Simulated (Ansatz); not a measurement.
The starting structures come from a database of crystals and need not be the phases stable at ambient conditions.

By PBEsol, the system below comes out a metal.

Crystal: BIr (P-6m2, not sure to be the ambient phase, 2 atoms a cell, 10.8 Å³ an atom, -6 GPa at this level); planes in its conventional cell.

All values below come from PBEsol (plane waves, PAW; Ansatz, an electronic-structure program).

Ballistic conductance counts the channels of both spins, as a mean over 0.1 eV about the Fermi level; spin-orbit coupling is left out.

```
plane  area (Å²)  G/A (10¹⁵ S/m²)
-----  ---------  ---------------
(001)        8.0             0.46
(110)       14.2                …
```

Task: What belongs in the gaps?

Result: 
- (110), G/A (10¹⁵ S/m²): 0.82
